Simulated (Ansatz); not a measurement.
Start from BaTiO3 (space group P4mm, No. 99).

```
BaTiO3
1.0
    3.97275     0.00000     0.00000
    0.00000     3.97275     0.00000
    0.00000     0.00000     4.11229
Ti Ba O
1 1 3
Direct
  0.50000   0.50000   0.45228
  0.00000   0.00000   0.93419
  0.50000   0.50000   0.89527
  0.50000   0.00000   0.41213
  0.00000   0.50000   0.41213
```

Calculations: r2SCAN (Ansatz, a program for electronic structure, PAW, without spin-orbit coupling), earlier PAW set.

One change was made to it. Results:

```json
[
 {"quantity": "band gap", "base": "2.23 eV", "after": "2.38 eV"},
 {"quantity": "volume per atom", "base": "12.98 Å³", "after": "11.73 Å³"},
 {"quantity": "gap character", "base": "–", "after": "direct at Γ"}
]
```

Question: Name the change that was made.
A) pressure 18 GPa
B) pressure 1.8 GPa
C) pressure 60 GPa

Answer: A, pressure 18 GPa. For comparison, the band gap in the other runs: pressure 1.8 GPa gives 2.25 eV; pressure 60 GPa gives 2.44 eV.

Load acts through the strain it causes; cell and atoms are relaxed under it. Stability against distortions was not tested. Competing high-pressure phases were not computed. The final runs are not spin-polarised. Along this pressure series the structure jumps between pressure 9 GPa and pressure 18 GPa; cells beyond that are another form of it. Labels are those of the standard path for the cell's own space group.
